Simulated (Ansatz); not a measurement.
**Lattice constant a of diamond and zinc-blende semiconductors: r2SCAN against PBEsol**

Ansatz (plane waves, PAW); cells keep the symmetry of their structure type. Ansatz (a quantum-chemistry and plane-wave program) is a plane-wave DFT program; potentials: the later of its two PAW sets. Static lattice, each level relaxed to under 0.1 GPa.

Here x stands for PBEsol a and y for r2SCAN less PBEsol.

| solid | PBEsol a (Å) | r2SCAN less PBEsol (Å) |
|---|---|---|
| BN | 3.606 | 0.004 |
| AlN | 4.378 | -0.008 |
| GaN | 4.498 | 0.000 |
| BAs | 4.768 | ? |
| ZnS | 5.357 | 0.032 |
| GaAs | 5.659 | 0.008 |
| InP | 5.878 | 0.028 |
| CdTe | 6.489 | 0.069 |

Problem. Using a straight line, estimate the missing y at x = 4.768 from the other rows, showing the fit.

Solution. With u = x - 5.1, the rows have u = -1.4940, -0.7220, -0.6020, 0.2570, 0.5590, 0.7780, 1.3890. Means: u 0.023571, y 0.0190. About the means, the sum of products is 0.12699 and the sum of squares of u is 6.0250; the slope is their ratio. Least squares gives y = 0.0185 + 0.02108·u. Residuals (row less fit): 0.0170, -0.0113, -0.0058, 0.0081, -0.0223, -0.0069, 0.0212; standard error 0.0174 (degrees of freedom: 5). The slope is 0.0211 with a standard error of 0.0071. At the withheld row, u = -0.3320, so y = 0.0185 + 0.02108 × (-0.3320) = 0.0115 Å. The calculation gives 0.016 Å, 0.0045 Å above the prediction (5.8 % of the range of y in the table). The row lies between fitted rows. From the scatter of the fitted rows alone, a prediction at this place has a standard error of 0.0187 Å, so the miss is 0.2 times that.

AlN is here a metastable form; wurtzite is the usual one. GaN is here a metastable form; wurtzite is the usual one. The rows are a random draw from the solids of this series computed here; series whose standard error about the line passes 12 to 30 % of the range of y, or with no trend, aren't shown in this form.
